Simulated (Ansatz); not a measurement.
**Effective masses and thermopower of GaSb under load (space group F-43m)**

Given:

```yaml
crystal:
  lattice:
    - [0.00000, 2.97479, 2.97479]
    - [2.97479, 0.00000, 2.97479]
    - [2.97479, 2.97479, 0.00000]
  atoms:
    - { symbol: Ga, position: [0.00000, 0.00000, 0.00000] }
    - { symbol: Sb, position: [0.75000, 0.75000, 0.75000] }
```

Calculation: PBEsol with spin-orbit coupling, rigid bands (plane waves, PAW; Ansatz, a first-principles code). Condition of this run: hydrostatic pressure 5 GPa with spin-orbit coupling (the target of the relaxation). Geometry: cell and atoms relaxed with PBEsol, then loaded as said.

- band gap = 0.30 eV
- electron conductivity mass (300 K, dilute) = 0.138 mₑ
- hole conductivity mass (300 K, dilute) = 0.26 mₑ
- effective density of states N_c (300 K) = 1.2e19 cm⁻³
- effective density of states N_v (300 K) = 5.9e18 cm⁻³
- density-of-states mass, electrons = 0.63 mₑ
- density-of-states mass, holes = 0.38 mₑ
- Seebeck coefficient, n-type 1e19 cm⁻³, 300 K = -240 μV/K
- best n-type power factor at 300 K for τ = 10 fs (best axis; densities from 1e16 to 1e21 cm⁻³ tried, whether or not they can be reached) = 22 μW/(cm·K²) at 3e20 cm⁻³
- Seebeck coefficient, p-type 1e19 cm⁻³, 300 K = 184 μV/K

Rigid bands; masses and Seebeck coefficients take one relaxation time τ for all states and one kind of carrier; polarons and phonon drag are left out.
